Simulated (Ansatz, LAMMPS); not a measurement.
**Ge well of 9 atomic layers along [001] in random Si0.3Ge0.7, interfaces graded over 8 layers**

Cell 17.02 × 17.02 × 51.43 Å, Si142Ge506, 648 atoms. Prepared with Tersoff's 1989 multicomponent potential (SiCGe.tersoff) in LAMMPS: minimisation. 

Method: PBE, support functions at accuracy medium on the grid of 370 eV (norm-conserving potentials; Ansatz, a program for electronic structure).

Basis: localised support functions (accuracy medium) on a full density matrix. k-points: zone centre alone; occupations: Fermi-Dirac, 0.010 eV; spin polarisation not allowed. Scalar-relativistic, no spin-orbit coupling.

- Kohn-Sham gap of the cell on its k-mesh: 0.28 eV
- weight of the highest filled level on the well: 0.51
- weight of the lowest empty level on the well: 0.28
- coordination (neighbours within 2.922 Å): 100.0 % 4-fold
- Ge-Ge bonds, mean ± spread: 2.484 ± 0.007 Å
- Ge-Si bonds, mean ± spread: 2.437 ± 0.008 Å
- Si-Si bonds, mean ± spread: 2.388 ± 0.007 Å
- bond angles, mean ± spread: 109.5° ± 1.1°
- pressure: 0.05 GPa
- cost of the final run: about 20 core-minutes (a rough figure), 15 SCF iterations, 13 GiB
